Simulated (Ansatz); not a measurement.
Functionals compared on a constructed model of the (111) surface of fcc Rh, a pseudomorphic layer of Pd in the host's stacking (bottom of the slab: a bare face, its two planes held), in Ansatz (plane waves, PAW). The structure was relaxed with PBE; the other rows are single points on it. Cutoff 420 eV (500 eV for r2SCAN).

Set-up: 7 atoms, 13.5 Å thick at the start with caps and adatoms (thin: gaps and levels are the slab's own); mesh 16x16x1; 0.1 eV smearing; dipole correction on; 2 atoms held, the rest relaxed; start symmetry kept, larger cells not searched; no spin, no spin-orbit, no U. In PBE it is, or lies within 0.01 eV a 1x1 cell of, the lowest of the 2 structures of its composition computed so far; subsurface sites and larger cells were not tried. These notes are the PBE run's.

| functional | work function of the top face (eV) | rough cost of the single point |
|---|---|---|
| PBE | 5.08 | – |
| RPBE | … | roughly 17 core-seconds |
| r2SCAN | 5.07 | very roughly 40 core-seconds |

**Question.** Fill in the missing entries.

**Answer.** 
- RPBE, work function of the top face (eV): 4.89

Ansatz is an electronic-structure program.
